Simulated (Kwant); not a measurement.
Model system: zigzag graphene ribbon with Haldane second-neighbour hopping. 12 zigzag chains, bond 0.142 nm, hopping 2.7 eV, scattering region 7 nm long; sites with one neighbour are removed; energy swept from -3.4 to 3.4 eV from the neutrality point. Staggered potential ±Δ on the two sublattices, Δ = 1.4 eV. Second-neighbour term iλ/(3√3) ν with λ = 1 eV, a model term that the material doesn't have.

The device is made up for the run: typed textbook-type constants, with dimensions and the other settings drawn at random.

Kwant, nearest-neighbour tight-binding model of a honeycomb sheet with an imaginary second-neighbour term, one spin, coherent transport at 0 K. Conductance is in e²/h.

Is the sheet in its topological phase, how wide is its bulk gap, and what conductance is due inside it?

At the two valleys the masses are λ ± Δ = 2.40 and -0.400 eV; the bulk gap is 2|λ − Δ| = 0.800 eV. λ < Δ, so the phase is trivial, and the gap gives G = 0. Simulated at 0.113 eV: 0 e²/h.
